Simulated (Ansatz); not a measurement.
Worked example: relaxation of cell and atoms of NbZn₃ (Pm-3m, 4 atoms in the cell) in Ansatz (a first-principles code).

Method: LDA (PW92), default PAW files made with PBE (plane waves; Ansatz).

The change in words: atoms on their sites; basis.ecutwfc: 420 eV → 250 eV; relax: default → cell and atoms. Reference geometry:
```xyz
4
Lattice="3.8982 0.0000 0.0000 0.0000 3.8982 0.0000 0.0000 0.0000 3.8982" Properties=species:S:1:pos:R:3 pbc="T T T"
Nb     0.0000     0.0000     0.0500
Zn     1.9491     0.0000     1.9491
Zn     0.0000     1.9491     1.9491
Zn     1.9491     1.9491     0.0000
```

Reference input (self-consistent single point, DFT, LDA (PW92), plane waves, default PAW files made with PBE): basis.ecutwfc = 420 eV; kpoints.mp_grid.grid = 7 7 7; hamiltonian.xc = lda; hamiltonian.pseudopotentials = {kind: paw} (the program's default PAW files); scf.occupations.method = gaussian; scf.occupations.width = 0.1 eV. This run's input differs from it in these lines:

Ansatz 0.2 input:
```diff
@@ -7,3 +7,3 @@
   atoms:
-    - { symbol: Nb, position: [0.000000, 0.000000, 0.012826] }
+    - { symbol: Nb, position: [0.000000, 0.000000, 0.000000] }
     - { symbol: Zn, position: [0.500000, 0.000000, 0.500000] }
@@ -12,3 +12,3 @@
 basis:
-  ecutwfc: 420.0 eV
+  ecutwfc: 250.0 eV
 kpoints:
@@ -24,2 +24,4 @@
     width: 0.1 eV
+relax:
+  cell: {}
 output:
```

Log, with long lists cut:

```
   [... SCF lines of the steps left out ...]
relax step   1: F+E_penalty+E_count = -14178.13775347 eV  Δ(F+E_penalty+E_count) = +0.000e0 eV  max|allowed force component| = 1.578e-28 eV/Å  Δτ_max = 0.0000 Å  P = -1.424 GPa  Ω = 59.239 Å³  (8 SCF iters, dr2 threshold 1.00e-7 eV, accepted)
relax step   2: F+E_penalty+E_count = -14178.49757912 eV  Δ(F+E_penalty+E_count) = -3.598e-1 eV  max|allowed force component| = 3.165e-30 eV/Å  Δτ_max = 0.0000 Å  P = +5.014 GPa  Ω = 58.417 Å³  energy of the carried Pulay correction = +3.690e-1 eV  [...]
   [... lines left out ...]
relax step 120: F+E_penalty+E_count = -14178.10755306 eV  Δ(F+E_penalty+E_count) = -4.279e-3 eV  max|allowed force component| = 3.911e-30 eV/Å  Δτ_max = 0.0000 Å  P = +0.005 GPa  Ω = 58.658 Å³  energy of the carried Pulay correction = -1.865e-2 eV  [...]
relax step 121: F+E_penalty+E_count = -14178.17454710 eV  Δ(F+E_penalty+E_count) = -6.699e-2 eV  max|allowed force component| = 1.045e-29 eV/Å  Δτ_max = 0.0000 Å  P = -0.095 GPa  Ω = 58.658 Å³  stress off target by 9.47e-2 GPa  SCF on the basis [...]
basis re-selected at this cell: Δ(F+E_penalty+E_count) = -6.699e-2 eV, ΔP = -0.099 GPa vs the last step
   [... lines left out ...]
Free energy (F): -14178.174547 eV
Fermi energy:    13.469688 eV
Error: variable-cell relaxation did not converge after 121 `relax_step` rows, as none of its last 48 fresh-basis SCF(s) at a relaxed cell met both thresholds with a finite energy. The last misses `relax.cell.stress_tol`: largest allowed force component 1.05e-29 eV/Å (`relax.f_tol` 1.00e-2 eV/Å), stress off the target on the free part of the cell 9.47e-2 GPa (`relax.cell.stress_tol` 5.00e-2 GPa), F+E_penalty+E_count -14178.17454710 eV. The closest is row 15, whose structure comes with this error. Larger ratio of force or stress to its threshold at each such SCF whose figures are numbers: 23.451, 6.513, 5.631, 2.079, 1.750, 1.469, 6.727, 1.862, 1.680, 1.521, 6.690, 1.893, 1.705, [...]
   [... lines left out ...]
to start a new deck from the relaxed geometry:
  cell:  # Å, volume = 58.6295 Å³
    - [3.8848294121502143, -4.995380793254392e-34, -6.319457630020618e-35]
    - [-4.353404145125314e-34, 3.8848294121502143, 1.2037062152420224e-34]
    - [-9.52934087066601e-35, 1.2839532962581572e-34, 3.8848294121502143]
  atoms:
    - { symbol: Nb, position: [1.8049489364393515e-47, 1.908067980214859e-47, 2.009724342518372e-47] }
    - { symbol: Zn, position: [0.5, -1.6528376967210138e-47, 0.5] }
    - { symbol: Zn, position: [-1.9618092972076716e-47, 0.5, 0.5] }
    - { symbol: Zn, position: [0.5, 0.5, -7.86995568886647e-48] }
```

The relaxation ended unconverged. 

The starting cell comes from a database of computed structures (which also holds hypothetical and non-ambient phases and stackings), without a prior relaxation at this level. Its lattice was rescaled by up to half a per cent. The cutoff lies below the one recommended for these files.

Cost on one core of a shared machine: roughly 2 min.
